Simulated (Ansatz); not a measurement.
# Response to strain in WC

The reference is WC (space group P-6m2, No. 187; relaxed with 0.1 eV smearing).

```
CELL_PARAMETERS angstrom
      2.88431     0.00000     0.00000
     -1.44215     2.49788     0.00000
      0.00000     0.00000     2.81153
ATOMIC_POSITIONS crystal
  W  0.00000 0.00000 0.00000
  C  0.33333 0.66667 0.50000
```

Cartesian axes are those of the cell as printed.

Strains are applied to the cell and any free atomic positions relax.

Method: LDA (Ansatz, a quantum-chemistry and plane-wave program, PAW, spin-orbit coupling left out).

Notes on the quantities. energy relative to the base: free energy F; pressure: mean of the normal stresses, compression positive.

| variant | energy relative to the base | pressure | volume per atom |
|---|---|---|---|
| base | 0 meV/atom | 0.0 GPa | 10.13 Å³ |
| uniaxial strain ε_xx = −3.00 % | +23 meV/atom | 13.2 GPa | 9.82 Å³ |
| uniaxial strain ε_xx = −2.00 % | +10 meV/atom | 8.6 GPa | 9.93 Å³ |
| uniaxial strain ε_xx = −1.50 % | +5.6 meV/atom | 6.3 GPa | 9.98 Å³ |
| uniaxial strain ε_xx = −0.50 % | +0.6 meV/atom | 2.0 GPa | 10.08 Å³ |
| uniaxial strain ε_xx = +0.50 % | +0.6 meV/atom | -2.0 GPa | 10.18 Å³ |
| uniaxial strain ε_xx = +1.00 % | +2.3 meV/atom | -3.9 GPa | 10.23 Å³ |
| uniaxial strain ε_xx = +1.50 % | +5.2 meV/atom | -5.8 GPa | 10.28 Å³ |
| uniaxial strain ε_xx = +2.00 % | ___ | ___ | 10.33 Å³ |
| uniaxial strain ε_xx = +2.50 % | +14 meV/atom | -9.3 GPa | 10.38 Å³ |

Task: Some entries are withheld; estimate them.

Result: 
- uniaxial strain ε_xx = +2.00 %, energy relative to the base: +9.1 meV/atom
- uniaxial strain ε_xx = +2.00 %, pressure: -7.6 GPa

No phonon test of stability was made. All final runs are without spin polarisation.
